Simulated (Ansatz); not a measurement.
Defect migration in bcc Nb: interstitial B, neutral cell. Computed with PBE, PAW (plane waves to 420 eV; Ansatz, a quantum-chemistry and plane-wave program).

Cell of 36 host sites held at the relaxed PBE lattice; a 2×2×3 k-point mesh shifted by half a step; Fermi-Dirac width 0.10 eV, spin-restricted; finite-size errors left in. Energies are static. Sites that were not tried may lie lower.

Barriers: single points on a 3×3×4 k-point mesh shifted by half a step at the bands' geometries (they differ from the bands' own by up to 0.06 eV, and are uncertain by about as much).

Relaxed starting cell (atoms counted from 1):

```yaml
crystal:
  lattice:
    - [9.93269, 0.00000, 0.00000]
    - [0.00000, 9.93269, 0.00000]
    - [0.00000, 0.00000, 6.62179]
  atoms:
    - { symbol: Nb, position: [0.99900, 0.99946, 0.00142] }
    - { symbol: Nb, position: [0.99900, 0.99948, 0.50231] }
    - { symbol: Nb, position: [0.99896, 0.33694, 0.00562] }
    - { symbol: Nb, position: [0.99896, 0.33690, 0.49782] }
    - { symbol: Nb, position: [0.99891, 0.66201, 0.00557] }
    - { symbol: Nb, position: [0.99896, 0.66202, 0.49774] }
    - { symbol: Nb, position: [0.33026, 0.99952, 0.00511] }
    - { symbol: Nb, position: [0.33036, 0.99952, 0.49927] }
    - { symbol: Nb, position: [0.33655, 0.32771, 0.99477] }
    - { symbol: Nb, position: [0.33654, 0.32771, 0.50951] }
    - { symbol: Nb, position: [0.33652, 0.67134, 0.99474] }
    - { symbol: Nb, position: [0.33651, 0.67132, 0.50944] }
    - { symbol: Nb, position: [0.66767, 0.99949, 0.00500] }
    - { symbol: Nb, position: [0.66763, 0.99949, 0.49933] }
    - { symbol: Nb, position: [0.66131, 0.32765, 0.99467] }
    - { symbol: Nb, position: [0.66136, 0.32769, 0.50952] }
    - { symbol: Nb, position: [0.66138, 0.67135, 0.99467] }
    - { symbol: Nb, position: [0.66140, 0.67129, 0.50943] }
    - { symbol: Nb, position: [0.16515, 0.16696, 0.25198] }
    - { symbol: Nb, position: [0.16531, 0.16290, 0.75197] }
    - { symbol: Nb, position: [0.20986, 0.49947, 0.25189] }
    - { symbol: Nb, position: [0.16699, 0.49952, 0.75183] }
    - { symbol: Nb, position: [0.16517, 0.83200, 0.25193] }
    - { symbol: Nb, position: [0.16533, 0.83608, 0.75190] }
    - { symbol: Nb, position: [0.49898, 0.16473, 0.25230] }
    - { symbol: Nb, position: [0.49894, 0.16440, 0.75225] }
    - { symbol: Nb, position: [0.49893, 0.49954, 0.25222] }
    - { symbol: Nb, position: [0.49887, 0.49957, 0.75216] }
    - { symbol: Nb, position: [0.49900, 0.83432, 0.25226] }
    - { symbol: Nb, position: [0.49893, 0.83462, 0.75220] }
    - { symbol: Nb, position: [0.83280, 0.16702, 0.25196] }
    - { symbol: Nb, position: [0.83260, 0.16288, 0.75193] }
    - { symbol: Nb, position: [0.78798, 0.49943, 0.25177] }
    - { symbol: Nb, position: [0.83092, 0.49947, 0.75173] }
    - { symbol: Nb, position: [0.83281, 0.83194, 0.25193] }
    - { symbol: Nb, position: [0.83258, 0.83604, 0.75188] }
    - { symbol: B, position: [0.99891, 0.49950, 0.25170] }
```

End state 1 differs by these moves (Å; atoms that move under 0.08 Å are left out):

```
atom  element     Δx     Δy     Δz
----  -------  -----  -----  -----
3          Nb   0.00  -0.48  -0.02
5          Nb   0.00   0.48  -0.02
9          Nb  -0.05   0.06   0.05
11         Nb  -0.05  -0.06   0.05
15         Nb   0.05   0.06   0.05
17         Nb   0.05  -0.06   0.05
19         Nb   0.06  -0.05   0.05
21         Nb  -0.48   0.00  -0.02
23         Nb   0.06   0.05   0.05
31         Nb  -0.06  -0.05   0.05
33         Nb   0.48   0.00  -0.02
35         Nb  -0.06   0.05   0.05
37          B   0.00   0.00  -1.65
```

Problem. Give the forward and backward barriers to end state 1 at the level PBE, PAW.

Solution. forward 0.85 eV, backward 0.85 eV; at the saddle point atom 37 has neighbours 4 Nb at 2.12 Å. The saddle point's order was not checked, and it lies on a symmetry element of the cell, where a band can be held.
